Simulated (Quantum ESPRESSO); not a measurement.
Quantum ESPRESSO run on Li2Mg (Cmcm, 6 atoms in the cell): self-consistent single point.

Computed with LDA (PZ), GBRV 1.5 ultrasoft (LDA) pseudopotentials (plane waves; Quantum ESPRESSO).

```
CELL_PARAMETERS angstrom
      1.64532    -7.42299     0.00000
      1.64532     7.42299     0.00000
      0.00000     0.00000     4.90307
ATOMIC_POSITIONS crystal
  Li 0.59219 0.40781 0.75000
  Li 0.40781 0.59219 0.25000
  Li 0.25318 0.74682 0.75000
  Li 0.74682 0.25318 0.25000
  Mg 0.92304 0.07696 0.75000
  Mg 0.07696 0.92304 0.25000
```

Reference input (self-consistent single point, DFT, PBEsol, plane waves, SSSP 1.1.2 efficiency (PBE) pseudopotentials): ecutwfc = 40 Ry; ecutrho = 320 Ry; occupations = smearing; smearing = fermi-dirac; degauss = 0.0099958 Ry; input_dft = pbesol; potentials = {Li: li_pbe_v1.4.uspp.F.UPF, Mg: Mg.pbe-n-kjpaw_psl.0.3.0.UPF}; K_POINTS = automatic 8 8 6 0 0 0; conv_thr = 1e-11 Ry. This run's input differs from it in these lines:

```diff
@@ -14,3 +14,3 @@
    ecutwfc = 40,
-   ecutrho = 320,
+   ecutrho = 200,
    occupations = 'smearing',
@@ -18,3 +18,2 @@
    degauss = 0.0099958,
-   input_dft = 'pbesol',
 /
@@ -24,4 +23,4 @@
 ATOMIC_SPECIES
-Li     6.9400  li_pbe_v1.4.uspp.F.UPF
-Mg    24.3050  Mg.pbe-n-kjpaw_psl.0.3.0.UPF
+Li     6.9400  li_lda_v1.4.uspp.F.UPF
+Mg    24.3050  mg_lda_v1.4.uspp.F.UPF
 ATOMIC_POSITIONS {bohr}
```

Log, with long lists cut:

```
     Self-consistent Calculation

     iteration #  1     ecut=    40.00 Ry     beta= 0.70

---- Real-time Memory Report at c_bands before calling an iterative solver
           185 MiB given to the printing process from OS
           134 MiB allocation reported by mallinfo(arena+hblkhd)
------------------

     total energy              =    -305.09064211 Ry
     estimated scf accuracy    <       4.92533326 Ry

     iteration #  2     ecut=    40.00 Ry     beta= 0.70

---- Real-time Memory Report at c_bands before calling an iterative solver
           312 MiB given to the printing process from OS
   [... lines left out ...]

---- Real-time Memory Report at c_bands before calling an iterative solver
           326 MiB given to the printing process from OS
           181 MiB allocation reported by mallinfo(arena+hblkhd)
------------------

     total energy              =    -307.33040029 Ry
     estimated scf accuracy    <          2.6E-11 Ry

     iteration # 15     ecut=    40.00 Ry     beta= 0.70

---- Real-time Memory Report at c_bands before calling an iterative solver
           328 MiB given to the printing process from OS
           181 MiB allocation reported by mallinfo(arena+hblkhd)
------------------
     End of self-consistent calculation

     the Fermi energy is     2.5641 ev

!    total energy              =    -307.33040029 Ry
     estimated scf accuracy    <          1.6E-12 Ry
     smearing contrib. (-TS)   =      -0.01308624 Ry
     internal energy E=F+TS    =    -307.31731405 Ry

     convergence has been achieved in  15 iterations

     Forces acting on atoms (cartesian axes, Ry/au):

     atom    1 type  1   force =     0.00000000    0.00240120   -0.00000000
     atom    2 type  1   force =     0.00000000   -0.00240120   -0.00000000
     atom    3 type  1   force =     0.00000000   -0.00053117   -0.00000000
     atom    4 type  1   force =     0.00000000    0.00053117   -0.00000000
     atom    5 type  2   force =    -0.00000000   -0.00009649   -0.00000000
     atom    6 type  2   force =    -0.00000000    0.00009649    0.00000000

     Total force =     0.003481     Total SCF correction =     0.000001

          total   stress  (Ry/bohr**3)                   (kbar)     P=      -10.77
  -0.00004340  -0.00000000   0.00000000           -6.38       -0.00        0.00
   0.00000000  -0.00009787   0.00000000            0.00      -14.40        0.00
   0.00000000   0.00000000  -0.00007836            0.00        0.00      -11.53

   JOB DONE.
```

The run converged in 15 iterations. Against the reference run the pressure goes from 0.12 to -1.08 GPa and the largest force goes from 0.041 to 0.062 eV/Å.

The starting cell comes from a database of computed structures (which also holds hypothetical and non-ambient phases and stackings), without a prior relaxation at this level.

Cost on one core of a shared machine: roughly 4 min.
